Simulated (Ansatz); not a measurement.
# Response to strain in ZnO

The parent structure is ZnO in the wurtzite structure (space group P6_3mc, No. 186; a = 3.2352 Å, c = 5.2114 Å). Axes: x lies along a and z along c of the hexagonal cell.

Strains are applied to the cell and any free atomic positions relax; under biaxial strain the out-of-plane vector relaxes too; under stress the whole cell relaxes.

Calculations: Ansatz (a quantum-chemistry and plane-wave program) r2SCAN, scalar-relativistic without spin-orbit coupling.

Notes on the quantities. pressure: mean of the normal stresses, compression positive; energy relative to the base: free energy F.

```json
[
 {"variant": "base", "pressure": "0.00 GPa", "shortest interatomic distance": "1.970 Å", "energy relative to the base": "0 meV/atom", "electron mass": "0.19 mₑ (at Γ)"},
 {"variant": "biaxial strain +2.57 %, plane normal [001], relaxed out of plane", "pressure": "-3.59 GPa", "shortest interatomic distance": "(withheld)", "energy relative to the base": "–", "electron mass": "0.20 mₑ out of plane, 0.18 mₑ in plane (at Γ)"},
 {"variant": "biaxial strain +3.58 %, plane normal [001], relaxed out of plane", "pressure": "(withheld)", "shortest interatomic distance": "1.999 Å", "energy relative to the base": "–", "electron mass": "0.20 mₑ out of plane, 0.18 mₑ in plane (at Γ)"},
 {"variant": "isotropic strain −1.02 %", "pressure": "4.94 GPa", "shortest interatomic distance": "1.950 Å", "energy relative to the base": "(withheld)", "electron mass": "0.20 mₑ (at Γ)"},
 {"variant": "isotropic strain −0.28 %", "pressure": "(withheld)", "shortest interatomic distance": "1.965 Å", "energy relative to the base": "+0.4 meV/atom", "electron mass": "0.19 mₑ (at Γ)"},
 {"variant": "isotropic strain +1.20 %", "pressure": "-4.96 GPa", "shortest interatomic distance": "1.994 Å", "energy relative to the base": "+6.9 meV/atom", "electron mass": "0.18 mₑ (at Γ)"},
 {"variant": "uniaxial strain ε_zz = +0.31 %", "pressure": "-0.46 GPa", "shortest interatomic distance": "1.972 Å", "energy relative to the base": "+0.1 meV/atom", "electron mass": "0.19 mₑ (at Γ)"},
 {"variant": "uniaxial stress, 0.5 GPa compression along z", "pressure": "–", "shortest interatomic distance": "1.970 Å", "energy relative to the base": "+0.1 meV/atom", "electron mass": "0.19 mₑ (at Γ)"},
 {"variant": "tensor shear ε_xz = −2.23 %", "pressure": "-0.06 GPa", "shortest interatomic distance": "1.970 Å", "energy relative to the base": "+2.8 meV/atom", "electron mass": "0.19 mₑ (at Γ)"},
 {"variant": "tensor shear ε_xz = +1.96 %", "pressure": "-0.05 GPa", "shortest interatomic distance": "1.970 Å", "energy relative to the base": "+2.2 meV/atom", "electron mass": "0.19 mₑ (at Γ)"}
]
```

Q: What belongs in the blanks?

A: 
- biaxial strain +2.57 %, plane normal [001], relaxed out of plane, shortest interatomic distance: 1.990 Å
- biaxial strain +3.58 %, plane normal [001], relaxed out of plane, pressure: -4.81 GPa
- isotropic strain −1.02 %, energy relative to the base: +5.4 meV/atom
- isotropic strain −0.28 %, pressure: 1.29 GPa

The levels and masses belong to the bands next to the band gap. Masses are band curvatures over ±0.01 Å⁻¹ around the edge. Stability under load was not tested beyond the relaxation.
